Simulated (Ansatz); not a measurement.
**How the bulk modulus of HgTe (P3₁21, No. 152, 6 atoms in the cell; start mp-358; a measured phase of this formula has another space group) moves with the method**

No measured value is used here.

```tsv
level (code)	value (GPa)	cell (Å³/atom)
LDA (Ansatz)	35.6	28.60
PBEsol (Ansatz)	30.5	29.85
r²SCAN (Ansatz)	[?]	32.76
```

Problem. What belongs in the gaps?

Solution. 
- r²SCAN (Ansatz, an electronic-structure program), value (GPa): 13.4

Density-functional levels without +SOC have no spin–orbit coupling. LDA, PBEsol, r²SCAN: the bulk modulus is −V dP/dV from two relaxed cells at ±2 % in volume. LDA, PBEsol, r²SCAN: the relaxation could not lower the start's symmetry, so the cell can be a saddle point above a distorted one. Each level is taken at its own relaxed cell. Cutoffs differ between the levels. Ansatz's density-functional and Hartree–Fock values are scalar-relativistic unless marked +SOC, with PAW data made under PBE.

A start named mp-… is a Materials Project structure, which need not be a measured phase.
